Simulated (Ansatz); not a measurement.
# ZnS, pressure series

Base system: ZnS in the zinc blende structure (space group F-43m, No. 216).

Space group F-43m (No. 216); a = b = c = 5.443 Å, α = β = γ = 90.00°

```csv
atom,site,symmetry,x,y,z
Zn,4a,-43m,0.0000,0.0000,0.0000
S,4d,-43m,0.7500,0.7500,0.7500
```
(The calculation used a cell of 2 atoms; values per cell refer to that cell.)

Cell and atoms are relaxed at each pressure.

Computed with PBE (Ansatz, a first-principles code), spin-orbit coupling left out.

```csv
case,band gap,volume per atom,electron mass,width of the top valence band
base,2.02 eV,20.16 Å³,0.17 mₑ (at Γ),2.63 eV
pressure −2 GPa,1.88 eV,20.79 Å³,0.16 mₑ (at Γ),2.50 eV
pressure −1 GPa,___,20.46 Å³,0.16 mₑ (at Γ),___
pressure 0.9 GPa,2.07 eV,19.91 Å³,0.17 mₑ (at Γ),2.68 eV
pressure 2.1 GPa,2.14 eV,19.60 Å³,0.17 mₑ (at Γ),2.74 eV
pressure 4.5 GPa,2.26 eV,19.05 Å³,0.18 mₑ (at Γ),2.85 eV
pressure 9 GPa,2.47 eV,___,0.19 mₑ (at Γ),3.03 eV
pressure 15 GPa,2.70 eV,___,0.20 mₑ (at Γ),3.25 eV
pressure 22.5 GPa,2.92 eV,16.42 Å³,"1.1 mₑ along k, 0.31 mₑ across (at X)",3.48 eV
pressure 30 GPa,2.79 eV,15.72 Å³,"1.2 mₑ along k, 0.31 mₑ across (at X)",3.68 eV
```

Problem. Fill in the withheld entries from the trend.

Solution. 
- pressure −1 GPa, band gap: 1.95 eV
- pressure −1 GPa, width of the top valence band: 2.57 eV
- pressure 9 GPa, volume per atom: 18.19 Å³
- pressure 15 GPa, volume per atom: 17.29 Å³

Load acts through the strain it causes; cell and atoms are relaxed under it. Masses are band curvatures over ±0.01 Å⁻¹ around the edge. Along k means along the line from Γ to the band edge. No phonon test of stability was made. Measured, ZnS leaves this structure (for rock salt) near 14.7 GPa (temperature not stated; as listed in Datta, Sujoy, Jana, Debnarayan, arXiv (2020)), on rising pressure, with hysteresis.
